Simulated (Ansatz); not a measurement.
The parent structure is PbS (space group P6_3/mmc, No. 194; a = 4.9511 Å, c = 5.9161 Å; a hypothetical phase, not in the database extracts checked). Axes: x lies along a and z along c of the hexagonal cell.

Modification: strain tensor (xx, yy, zz, yz, xz, xy) = (+1.56, +0.31, −1.40, −0.64, −0.45, −0.54) %, atoms relaxed at fixed cell.

Levels (all Ansatz, a quantum-chemistry and plane-wave program, PAW): PBEsol (420 eV, spin-orbit coupling left out); r2SCAN (500 eV, no spin-orbit coupling); HSE06 (420 eV, no spin-orbit coupling).

One geometry, relaxed with PBEsol, under each level:

| level | band gap | lowest conduction level above the VBM at special points | pressure |
|---|---|---|---|
| PBEsol | 1.34 eV | U₂ 1.53 eV; R₂ 1.54 eV; V₂ 1.57 eV; Γ 1.84 eV | -0.06 GPa |
| r2SCAN | 1.68 eV | U₂ 1.87 eV; R₂ 1.89 eV; V₂ 1.91 eV; Γ 2.10 eV | 1.42 GPa |
| HSE06 | 1.85 eV | U₂ 2.04 eV; R₂ 2.06 eV; V₂ 2.09 eV; Γ 2.37 eV | – |

Single points use the geometry relaxed with PBEsol. Their cutoffs differ, which shifts pressures a little. The hybrid gap comes from the SCF mesh plus the semilocal run's edge points and a few special points and is an upper bound. With Pb present, leaving out spin-orbit coupling can change the band edges. Whether these cells are dynamically stable was not tested. The base started in P6_3mc and relaxed to P6_3/mmc at this level. Labels are those of the standard path for the cell's own space group.
